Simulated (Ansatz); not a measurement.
Start from Ag in the diamond structure (space group Fd-3m, No. 227; a = 6.2178 Å; a hypothetical phase, not in the database extracts checked).

The values are results of PBE, PAW, 420 eV (Ansatz, a quantum-chemistry and plane-wave program; no spin-orbit coupling), not measurements.

For the base:

```
Property            Value
---------------  --------
Volume per atom  30.05 Å³
```

One thing is altered: a negative pressure, −1 GPa.

Question: Predict the new volume per atom.

Answer: The volume per atom increases by 1.12 Å³ to 31.17 Å³.

Load acts through the strain it causes; cell and atoms are relaxed under it. Whether these cells are dynamically stable was not tested.
